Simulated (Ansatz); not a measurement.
Band gap of Sn2TiO4 (P4₂/mbc, No. 135; structure not from a measured cell) at several levels of theory

No measured value is used here.

```
level (code)         value (eV)
-------------------  ----------
LDA (Ansatz)               1.04
PBEsol (Ansatz)            1.04
r²SCAN+SOC (Ansatz)           …
```

**Question.** What belongs in the gaps?

**Answer.** 
- r²SCAN+SOC (Ansatz, a quantum-chemistry and plane-wave program), value (eV): 1.24 (indirect)

Computed values are for a static lattice. Spin–orbit coupling is included only where a level's name says +SOC; with heavier elements it mostly lowers gaps and can invert bands.  Values are at the PBEsol cell. Cutoffs differ between the levels. Ansatz's density-functional and Hartree–Fock values are scalar-relativistic unless marked +SOC, with PAW data made under PBE.
